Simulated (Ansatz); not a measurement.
Li₃InCl₆ (Fm-3m), PBEsol, rigid bands (Ansatz, a first-principles code): N_c = 9.34e18 cm⁻³ at 300 K and an electron conductivity mass of 0.533 mₑ.

Problem. For 1e17 electrons per cm³ at 300 K, place the Fermi level, estimate the Seebeck coefficient of a parabolic band with constant τ, and give mobility and conductivity for τ = 20 fs.

Solution. The level lies k_BT ln(N_c/n) = 0.117 eV below the conduction-band minimum. S ≈ −(k_B/e)[ln(N_c/n) + 5/2] = -606 μV/K, against -605 μV/K from the full bands (mean over directions). μ = eτ/m = 66.0 cm²/(V·s) and σ = neμ = 1.06 S/cm. τ is assumed, not computed.

Band transport and this doping are assumed; polarons and phonon drag are left out. Spin-orbit coupling is left out.

Computed structure with no diffraction record at hand here (it may be known, metastable or hypothetical): Li3InCl6 (Fm-3m).
